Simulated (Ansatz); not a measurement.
## CdCu2GeSe4: uniaxial strain ε_zz = +2.25 %

Take CdCu2GeSe4 (space group I-42m, No. 121; a = 5.730 Å, c = 11.024 Å) as the base. Axes: x, y, z lie along a, b, c of the conventional cell.

It is then changed as follows: uniaxial strain ε_zz = +2.25 %, all other strain components held at zero; the atoms relax in the strained cell.

Level of theory: plane-wave PAW DFT at the PBEsol level (Ansatz, a program for electronic structure, 420 eV), no spin-orbit coupling. k-mesh 8×8×8 (Γ-centred); smearing 0.05 eV (Fermi–Dirac).

```tsv
quantity	base	changed	shift
volume per atom	22.62 Å³	23.13 Å³	+0.51 Å³
space group	I-42m (No. 121)	I-42m (No. 121)	–
energy relative to the base (free energy F)	0 meV/atom	+2.9 meV/atom	+2.9 meV/atom
pressure (mean of the normal stresses, compression positive)	0.0 GPa	-1.4 GPa	-1.4 GPa
band gap	zero	zero	–
stress (xx, yy, zz, yz, xz, xy; compression positive) (rough)	–	(-1.2, -1.2, -1.8, 0.0, 0.0, 0.0) GPa	–
```

Final structure:

```
CELL_PARAMETERS angstrom
     -2.86511     2.86511     5.63608
      2.86511    -2.86511     5.63608
      2.86511     2.86511    -5.63608
ATOMIC_POSITIONS crystal
  Ge 0.50000 0.50000 0.00000
  Cu 0.25000 0.75000 0.50000
  Cu 0.75000 0.25000 0.50000
  Se 0.40360 0.40360 0.53437
  Se 0.59640 0.13077 0.00000
  Se 0.86923 0.86923 0.46563
  Se 0.13077 0.59640 0.00000
  Cd 0.00000 0.00000 0.00000
```

The mesh was chosen for an insulator and is coarse for the gapless case. Without a gap, meshes like the base's 8×8×8 leave anisotropic stresses uncertain by several tenths of a GPa, and small strain energies with them. Stability against distortions was not tested. All final runs are without spin polarisation. Gaps under 0.05 eV, about the width of the smearing, are given as zero. The zero or small gap of CdCu2GeSe4 can change with the level of theory.
